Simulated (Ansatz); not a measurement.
Take Si in the diamond structure (space group Fd-3m, No. 227; a = 5.4443 Å) as the base. Axes: x, y, z lie along the cube axes.

Structures relaxed with r2SCAN (Ansatz, a program for electronic structure; PAW; 500 eV plane waves; no spin-orbit coupling).

Base:

Simulated powder pattern, Co Kα, λ = 1.79026 Å (kinematic, ideal powder, no thermal factors, no anomalous dispersion; the 14 strongest lines at most, above 2 %, up to 2θ = 90°):

| 2θ (°) | I/Imax (%) | hkl |
|---|---|---|
| 33.09 | 100 | (111) |
| 55.43 | 65 | (220) |
| 66.09 | 38 | (311) |
| 82.24 | 11 | (400) |

The change: compressive biaxial strain of 1.74 % in the plane normal to [001], as in epitaxy on a mismatched substrate; the out-of-plane cell vector and the atoms relax.

Problem. Predict the new powder pattern.

Solution. 
Simulated powder pattern, Co Kα, λ = 1.79026 Å (kinematic, ideal powder, no thermal factors, no anomalous dispersion; the 14 strongest lines at most, above 2 %, up to 2θ = 90°):

| 2θ (°) | I/Imax (%) | hkl |
|---|---|---|
| 33.35 | 100 | (111) |
| 55.59 | 44 | (202) |
| 56.49 | 21 | (220) |
| 65.57 | 13 | (113) |
| 67.21 | 25 | (311) |
| 80.99 | 3.8 | (004) |
| 84.03 | 7.1 | (400) |

The indices refer to the base's conventional cell; one index is shown for lines that coincide. The space group is now I4_1/amd (No. 141).

No phonon test of stability was made.
